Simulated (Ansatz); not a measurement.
**SnO2: band gap against strain**

SnO2 (rutile, P4_2/mnm, 12.176 Å³/atom at rest, c along z) under an equal strain ε along all three axes. PBEsol in Ansatz, a plane-wave DFT program (PAW, default set), 420 eV, 7×7×10 Γ-centred mesh, Fermi-Dirac smearing 0.05 eV; ions are relaxed within the symmetry of each cell. Gaps are the smallest over the k-mesh and a band path, without spin-orbit coupling; in all rows the valence edge lies at Γ and the conduction edge at Γ.

Here s stands for strain and Eg for gap.

```csv
strain (%),gap (eV)
-3.00,?
-1.80,1.530
-1.20,1.319
-0.60,1.115
0.00,0.919
```

The 4 complete rows are fitted with a straight line, Eg against s. Means: s -0.90000, Eg 1.2208. About the means, the sum of products is -0.61110 and the sum of squares of s is 1.8000; the slope is their ratio. Least squares gives Eg = 0.9152 - 0.33950·s. Residuals (row less fit): 0.0037, -0.0036, -0.0039, 0.0038; standard error 0.0053 (degrees of freedom: 2). Over these rows the gap moves by -34 ± 0.4 eV per unit strain, or -11 eV per unit of ln V.

Task: Estimate the missing Eg (s = -3.00); what did the run itself give?

Result: Eg = 0.9152 - 0.33950 × (-3.0) = 1.9337 eV. The calculation gives 1.971 eV, 0.0373 eV above the prediction (3.5 % of the range of Eg in the table). The row lies outside the fitted rows, so this is an extrapolation. From the scatter of the fitted rows alone, a prediction at this place has a standard error of 0.0102 eV, so the miss is 3.7 times that.

One order more, fitted to all 6 runs of the series, follows each within 0.001, so the miss is the next term of a smooth law. Other structures, which can take over under pressure, weren't tried. Spin-orbit coupling is left out, which can shift this property for SnO2. Rows are the converged runs of the series near zero and its far end; series whose fitted rows scatter by over a few per cent of the range, as at a crossing or softening among them, aren't shown in this form. Most that stay on the fit to the last digits aren't either.
